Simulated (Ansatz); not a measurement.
A working Ansatz (a first-principles code) input for Er2Mo2C3 (C2/m, 7 atoms in the cell) (DFT, PBEsol, plane waves, default PAW files made with PBE):

Ansatz 0.2 input:
```yaml
crystal:
  lattice:
    - [5.686338, -1.696781, 0.000000]
    - [5.686338, 1.696781, 0.000000]
    - [-1.806309, 0.000000, 5.402029]
  atoms:
    - { symbol: Er, position: [0.614540, 0.614540, 0.818780], spin: 3.0 }
    - { symbol: Er, position: [0.385460, 0.385460, 0.181220], spin: 3.0 }
    - { symbol: Mo, position: [0.850820, 0.850820, 0.628970] }
    - { symbol: Mo, position: [0.149180, 0.149180, 0.371030] }
    - { symbol: C, position: [0.000000, 0.000000, 0.500000] }
    - { symbol: C, position: [0.270520, 0.270520, 0.745830] }
    - { symbol: C, position: [0.729480, 0.729480, 0.254170] }
kpoints:
  mp_grid:
    grid: [5, 5, 3]
    shift: [0.5, 0.5, 0.5]
hamiltonian:
  xc: pbesol
  pseudopotentials:
    kind: paw
magnetization:
  spin_polarized: true
scf:
  occupations:
    method: cold
    width: 0.272
output:
  forces: true
  eigenvalues: true
  stress: true
```

The run converged in 55 iterations: free energy E − TS (on the zero of these files) -34483.7858 eV; Fermi level (on the code's own zero) 15.32 eV; pressure -8.61 GPa; largest force (vector length) 0.960 eV/Å; size of the cell's spin moment 5.34 μB. Each of these slips is then made, one at a time:

(1)
```diff
-  atoms:
+ atoms:
```

(2)
```diff
-    - { symbol: Er, position: [0.614540, 0.614540, 0.818780], spin: 3.0 }
-    - { symbol: Er, position: [0.385460, 0.385460, 0.181220], spin: 3.0 }
+    - { symbol: Er, position: [0.614540, 0.614540, 0.818780] }
+    - { symbol: Er, position: [0.385460, 0.385460, 0.181220] }
```

What happens in each case?


(1) Broken indentation. The program stopped before any SCF iteration.
```
Error: YAML parse error: error: line 2 column 3: crystal: missing field `atoms` (a structure is typed as `lattice` and `atoms`, a molecule's as `atoms` in Å alone, or read from a run's directory, `checkpoint`)
 --> <input>:2:3
  |
1 | crystal:
2 |   lattice:
  |   ^ crystal: missing field `atoms` (a structure is typed as `lattice` and `atoms`, a mo [...]
```

(2) A spin-polarised run without starting moments. The run converged in 50 iterations, and against the sound input the free energy is nearly the same (within 1 meV/atom), the pressure stays at -8.61 GPa, the largest force stays at 0.960 eV/Å and the size of the net moment stays at 0.76 μB/atom.

The starting cell comes from a database of computed structures (which also holds hypothetical and non-ambient phases and stackings), without a prior relaxation at this level. Its lattice was rescaled by a random factor within 2.5 % of one. The magnetic order is the one reached from the typed start; others were not searched systematically. With U or open f shells several self-consistent states can exist. The f electrons are in the valence without U or exact exchange, which can misplace them near the Fermi level. Spin-orbit terms, which matter for f shells, are left out. In the base run, with a pressure of about -9 GPa the cell is away from its equilibrium volume at this level. Ansatz's pressure includes its estimate of the finite-basis (Pulay) stress. Without a gap this mesh is coarse (it stands for a supercell whose shortest vector is 17 Å).

Left out of this page: 4 runs of the series with a known weakness of the program.
